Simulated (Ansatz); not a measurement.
Data:

```
CELL_PARAMETERS angstrom
      4.34473     0.00000     0.00000
      2.17237     3.76265     0.00000
      0.00000     0.00000    17.09014
ATOMIC_POSITIONS crystal
  Te 0.00000 0.00000 0.00000
  Sb 0.66667 0.66667 0.11445
  Sb 0.33333 0.33333 0.88555
  Te 0.33333 0.33333 0.21279
  Te 0.66667 0.66667 0.78721
  Ge 0.00000 0.00000 0.33730
  Ge 0.00000 0.00000 0.66270
  Te 0.66667 0.66667 0.41634
  Te 0.33333 0.33333 0.58366
```

No spin polarisation.

Method: r2SCAN+rVV10, PAW, 500 eV (Ansatz, a program for electronic structure; no spin-orbit coupling). Settings: 13×13×3 k-points, 0.05 eV Fermi–Dirac smearing.

Question: What band gap does the calculation give?

Answer: Zero.

Question: What is the computed pressure (mean of the normal stresses, compression positive)?

Answer: -1.5 GPa.

Question: Predict the space group.

Answer: P-3m1 (No. 164).

With Sb and Te present, leaving out spin-orbit coupling can change the band edges. The cells carry an imposed strain or load. Stability against distortions was not tested. The final runs are not spin-polarised. The cell was made from Ge2Sb2Te5 (space group P-3m1, No. 164) by this change: biaxial strain +3.12 %, plane normal [001], relaxed out of plane. The zero or small gap of Ge2Sb2Te5 can change with the level of theory.
